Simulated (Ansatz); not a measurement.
CaTiO3 (Pnma, No. 62), treated with BLYP (PAW; Ansatz, a first-principles code).

Run with plane-wave cutoff 520 eV, 6×6×6 k mesh, Fermi–Dirac smearing 0.01 eV, no spin polarisation, scalar-relativistic PAW data made under PBE.

Shape and atoms are relaxed at each volume.

The direct gap at Γ against volume; x = 100 ln(V/11.680 Å³). One gap is withheld.

```csv
V (Å³/atom),x,gap (eV)
11.213,-4.08,2.433
11.447,-2.02,2.396
11.680,0.00,2.359
11.914,1.98,2.320
12.147,3.92,?
```

**Question.** Fit a straight line to the rows shown, give the volume deformation potential and predict the withheld gap.

**Answer.** Means of the 4 rows: x̄ = -1.030, ȳ = 2.3770 eV. Σ(x − x̄)(y − ȳ) = -0.3797 and Σ(x − x̄)² = 20.404, so the slope is -0.0186 eV per unit of x, and dE_g/d ln V = -1.9 eV. At x = 3.92: 2.3770 + (-0.0186) × (3.92 − (-1.030)) = 2.285 eV. The run gives 2.279 eV, 0.006 eV below the line, as the curve bends the same way over all rows.

Note: the relaxation could not lower the start's symmetry, so the cell can be a saddle point above a distorted one; the bulk modulus comes from volumes at which shape and atoms were relaxed.
